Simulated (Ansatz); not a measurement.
We consider Li3SI (model structure, started from the Li3OCl type, Pm-3m, No. 221, 5 atoms in the cell), described by G0W0@PBEsol+SOC in Ansatz (plane waves, hard PAW, contour deformation, complete-basis limit, spin–orbit shift from PBEsol).

Numerical settings: largest k mesh 6×6×6 (not extrapolated in the mesh).

Cell (relaxed with PBEsol):

```
CELL_PARAMETERS angstrom
      4.67840     0.00000     0.00000
      0.00000     4.67840     0.00000
      0.00000     0.00000     4.67840
ATOMIC_POSITIONS crystal
  Li 0.00000 0.50000 0.50000
  Li 0.50000 0.00000 0.50000
  Li 0.50000 0.50000 0.00000
  I  0.00000 0.00000 0.00000
  S  0.50000 0.50000 0.50000
```

Q: Give the computed band gap.

A: 
* **band gap**: 5.03 eV

Note: spin–orbit coupling enters as the shift of the gap found with a semilocal functional; the relaxation could raise the start's symmetry but not lower it, so the cell can be a saddle point.

The computed numbers hold no vibrational or temperature effects.

The result took about 2.5 core-hours (a rough figure).

A model structure was made by putting elements into a prototype or built by hand; it is no filed structure, need not be a known phase, and can be a saddle point held by its symmetry.

Ansatz is a program for electronic structure.
